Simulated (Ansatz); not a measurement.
## Mo5Si3: pressure series

Start from Mo5Si3 (space group I4/mcm, No. 140; a = 9.604 Å, c = 4.872 Å).

Cell and atoms are relaxed at each pressure.

Calculations: PBEsol (Ansatz, an electronic-structure program, PAW, no spin-orbit coupling).

Notes on the quantities. enthalpy: H = E + PV relative to the base's energy.

| change | enthalpy | shortest interatomic distance | density |
|---|---|---|---|
| base | – | 2.436 Å | 8.34 g/cm³ |
| pressure −2 GPa | -0.18 eV/atom | 2.443 Å | 8.27 g/cm³ |
| pressure −1 GPa | -0.09 eV/atom | 2.440 Å | 8.30 g/cm³ |
| pressure 0.3 GPa | +0.03 eV/atom | 2.435 Å | 8.35 g/cm³ |
| pressure 0.7 GPa | +0.06 eV/atom | 2.433 Å | 8.36 g/cm³ |
| pressure 1.5 GPa | +0.13 eV/atom | 2.431 Å | 8.38 g/cm³ |
| pressure 3 GPa | +0.26 eV/atom | 2.425 Å | 8.43 g/cm³ |
| pressure 5 GPa | +0.43 eV/atom | 2.419 Å | 8.49 g/cm³ |
| pressure 7.5 GPa | +0.65 eV/atom | (withheld) | (withheld) |
| pressure 10 GPa | +0.86 eV/atom | 2.403 Å | 8.64 g/cm³ |

**Question.** Fill in the withheld entries from the trend.

**Answer.** 
- pressure 7.5 GPa, shortest interatomic distance: 2.411 Å
- pressure 7.5 GPa, density: 8.57 g/cm³

Load acts through the strain it causes; cell and atoms are relaxed under it. No phonon test of stability was made. No other phases were tried under pressure. All final runs are without spin polarisation.
